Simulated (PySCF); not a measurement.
PySCF 2.14.0, WB97X/def2-svp, df: [NH3+]C=O, charge +1, multiplicity 1, 7 atoms. The geometry is a generated start, not checked to be a minimum at this level.

task: energy
method: wb97x
basis: def2-svp
two-electron scheme: density fitting
mol.max_memory: 3000 MB
mf.max_cycle: 100
mf.init_guess: minao (default)
mf.DIIS: CDIIS (default)
mf.diis_space: 8 (default)
mf.conv_tol: 1e-09 (default)
mf.grids.level: 3 (default)
basis functions: 62
grid points: 81336

```xyz
7

N     -0.6248    -0.0130     0.1602
C      0.8728     0.0168    -0.2223
O      1.5650    -0.8536     0.1094
H     -0.8792     0.8136     0.7223
H     -1.2166    -0.0181    -0.6852
H     -0.8114    -0.8681     0.7105
H      1.0942     0.9224    -0.7950
```

Charge 1 and multiplicity 1 are set for this test and not shown to be the ground state.

One run each on 2 threads, 1 BLAS thread. Values of level_shift (Hartree) tried: 0 (default), 0.1, 0.3, 1.

Problem. How does the count of Fock builds change with level_shift (Hartree), and where is it least?

Solution. Fewest Fock builds, within one of each other: 0 (default) with 12, 0.1 with 13. The count rises to 24 at 1. All converge to one solution.

```json
[
 {"level_shift (Hartree)": "0 (default)", "Fock builds": "12", "end": "same solution"},
 {"level_shift (Hartree)": "0.1", "Fock builds": "13", "end": "same solution"},
 {"level_shift (Hartree)": "0.3", "Fock builds": "15", "end": "same solution"},
 {"level_shift (Hartree)": "1", "Fock builds": "24", "end": "same solution"}
]
```
